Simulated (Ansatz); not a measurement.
Given:

End structure of a constructed model of the (110) surface of bcc Mo, a cell of two sites (a+b, b-a) layer of Pb, one a cell, on the site that continues the host's stacking (bottom of the slab: a bare face, its two planes held):

```xyz
13
Lattice="1.8249 2.5808 0.0000 -3.6498 2.5808 0.0000 0.0000 0.0000 30.0000" Properties=species:S:1:pos:R:3 pbc="T T T"
Mo     0.9124     1.2904     8.0674
Mo    -1.8249     1.2904     8.0674
Mo     0.0000     0.0000    10.3024
Mo    -0.9124     2.5808    10.3024
Mo     0.9124     1.2904    12.5373
Mo    -1.8249     1.2904    12.5395
Mo     0.0000     0.0000    14.7743
Mo    -0.9124     2.5808    14.7746
Mo     0.9124     1.2904    16.9938
Mo    -1.8249     1.2904    17.0235
Mo     0.0000     0.0000    19.1644
Mo    -0.9124     2.5808    19.2320
Pb     0.9124     1.2904    21.6891
```

Set-up: 13 atoms, 13.9 Å thick at the start with caps and adatoms (thin: gaps and levels are the slab's own); mesh 12x9x1; 0.1 eV smearing; dipole correction on; 4 atoms held, the rest relaxed; held to the start's symmetry, so lower structures may exist; no spin, no spin-orbit, no U. It is one candidate, not shown to be the stable structure of the face.

What is the computed work function of the top face (PBE run with Ansatz, an electronic-structure program)?

4.25 eV
